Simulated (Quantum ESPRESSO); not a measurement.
Worked example: self-consistent single point of CdPdF6 (P1, 8 atoms in the cell) in Quantum ESPRESSO.

Level of theory: LDA (PZ), GBRV 1.5 ultrasoft (LDA) pseudopotentials (plane waves; Quantum ESPRESSO).

The change in words: lattice scaled by 0.98. Reference geometry:
```
CdPdF6
1.0
    2.52840     1.45977     4.83510
   -2.52840     1.45977     4.83510
    0.00000    -2.91954     4.83510
Cd Pd F
1 1 6
Direct
  0.50971   0.48185   0.50337
  0.00975   0.00061   0.99132
  0.40041   0.04982   0.78024
  0.59804   0.94909   0.21389
  0.76870   0.40656   0.05933
  0.21785   0.60766   0.95068
  0.05204   0.77936   0.39999
  0.94351   0.22506   0.60118
```

Reference input (self-consistent single point, DFT, LDA (PZ), plane waves, GBRV 1.5 ultrasoft (LDA) pseudopotentials): ecutwfc = 40 Ry; ecutrho = 320 Ry; occupations = fixed; potentials = {Cd: cd_lda_v1.uspp.F.UPF, Pd: pd_lda_v1.4.uspp.F.UPF, F: f_lda_v1.4.uspp.F.UPF}; K_POINTS = automatic 3 3 3 0 0 0; nbnd = 37; conv_thr = 1e-09 Ry; mixing_beta = 0.7. This run's input differs from it in these lines:

```diff
@@ -36,5 +36,5 @@
 CELL_PARAMETERS {angstrom}
-   2.528400000     1.459772000     4.835097000
-  -2.528400000     1.459772000     4.835097000
-   0.000000000    -2.919545000     4.835097000
+   2.477832000     1.430577000     4.738395000
+  -2.477832000     1.430577000     4.738395000
+   0.000000000    -2.861154000     4.738395000
```

The program printed (abridged):

```
     Self-consistent Calculation

     iteration #  1     ecut=    40.00 Ry     beta= 0.70

     negative rho (up, down):  9.132E-02 0.000E+00

     total energy              =    -601.73148549 Ry
     estimated scf accuracy    <       4.53705632 Ry

     iteration #  2     ecut=    40.00 Ry     beta= 0.70

     negative rho (up, down):  9.438E-02 0.000E+00

     total energy              =    -602.52698138 Ry
     estimated scf accuracy    <      14.98155068 Ry

     iteration #  3     ecut=    40.00 Ry     beta= 0.70

     negative rho (up, down):  9.558E-02 0.000E+00

     total energy              =    -604.55979585 Ry
     estimated scf accuracy    <       0.41421375 Ry

   [... 9 blocks of this kind left out ...]

     iteration # 13     ecut=    40.00 Ry     beta= 0.70

     negative rho (up, down):  9.678E-02 0.000E+00

     total energy              =    -604.61770117 Ry
     estimated scf accuracy    <          1.3E-09 Ry

     iteration # 14     ecut=    40.00 Ry     beta= 0.70

     negative rho (up, down):  9.678E-02 0.000E+00
     End of self-consistent calculation

     highest occupied, lowest unoccupied level (ev):     3.9674    6.0590

!    total energy              =    -604.61770117 Ry
     estimated scf accuracy    <          3.5E-10 Ry

     convergence has been achieved in  14 iterations

     negative rho (up, down):  9.678E-02 0.000E+00

     Forces acting on atoms (cartesian axes, Ry/au):

     atom    1 type  1   force =    -0.02819306    0.00363643    0.01295918
     atom    2 type  2   force =    -0.09776002   -0.08945943    0.00527040
     atom    3 type  3   force =     0.02517999    0.03088571    0.02745010
     atom    4 type  3   force =     0.01483372    0.00726084    0.00669153
     atom    5 type  3   force =     0.02222869    0.01429287   -0.01241105
     atom    6 type  3   force =     0.05138767    0.00853983   -0.03993069
   [... lines left out ...]
     Total force =     0.164787     Total SCF correction =     0.000050
   [... lines left out ...]

     negative rho (up, down):  9.678E-02 0.000E+00
          total   stress  (Ry/bohr**3)                   (kbar)     P=       15.61
   0.00009515   0.00000244  -0.00002143           14.00        0.36       -3.15
   0.00000244   0.00008291   0.00001027            0.36       12.20        1.51
  -0.00002143   0.00001027   0.00014022           -3.15        1.51       20.63

   JOB DONE.
```

The run converged in 14 iterations. Against the reference run the free energy goes down by 8.7 meV/atom, the pressure goes from -5.84 to 1.56 GPa, the largest force goes from 2.870 to 3.410 eV/Å and the gap on the mesh goes from 1.878 to 2.092 eV.

The starting cell comes from a database of computed structures (which also holds hypothetical and non-ambient phases and stackings), without a prior relaxation at this level. Its atoms were displaced at random from the sites of space group no. 148. For this run, on top of that: lattice scaled by 0.98. Forces in this geometry exceed 1 eV/Å.

Cost on one core of a shared machine: roughly 40 s.
